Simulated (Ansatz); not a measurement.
# TiAl, response to strain

The parent structure is TiAl (space group P4/mmm, No. 123; a = 2.813 Å, c = 4.058 Å). Axes: x, y, z lie along a, b, c of the conventional cell.

Strains are applied to the cell and any free atomic positions relax; under biaxial strain the out-of-plane vector relaxes too.

Level of theory: r2SCAN in Ansatz (plane waves to 500 eV, PAW, no spin-orbit coupling).

Notes on the quantities. pressure: mean of the normal stresses, compression positive; energy relative to the base: free energy F.

| change | pressure | energy relative to the base | shortest interatomic distance | space group |
|---|---|---|---|---|
| base | 0.0 GPa | 0 meV/atom | 2.813 Å | P4/mmm (No. 123) |
| biaxial strain +3.36 %, plane normal [001], relaxed out of plane | -3.5 GPa | – | ? | P4/mmm (No. 123) |
| isotropic strain −1.89 % | 7.7 GPa | +21 meV/atom | 2.760 Å | P4/mmm (No. 123) |
| isotropic strain −0.36 % | 1.3 GPa | +0.7 meV/atom | 2.803 Å | P4/mmm (No. 123) |
| uniaxial strain ε_yy = +0.75 % | ? | +0.6 meV/atom | 2.813 Å | Pmmm (No. 47) |
| tensor shear ε_yz = +2.52 % | ? | ? | 2.791 Å | P2/m (No. 10) |

Task: Complete the table.

Result: 
- biaxial strain +3.36 %, plane normal [001], relaxed out of plane, shortest interatomic distance: 2.838 Å
- uniaxial strain ε_yy = +0.75 %, pressure: -0.9 GPa
- tensor shear ε_yz = +2.52 %, pressure: 0.4 GPa
- tensor shear ε_yz = +2.52 %, energy relative to the base: +16 meV/atom

Without a gap, meshes like the base's 16×16×12 leave anisotropic stresses uncertain by several tenths of a GPa, and small strain energies with them. Stability against distortions was not tested. The final runs are not spin-polarised.

Ansatz is a program for electronic structure.
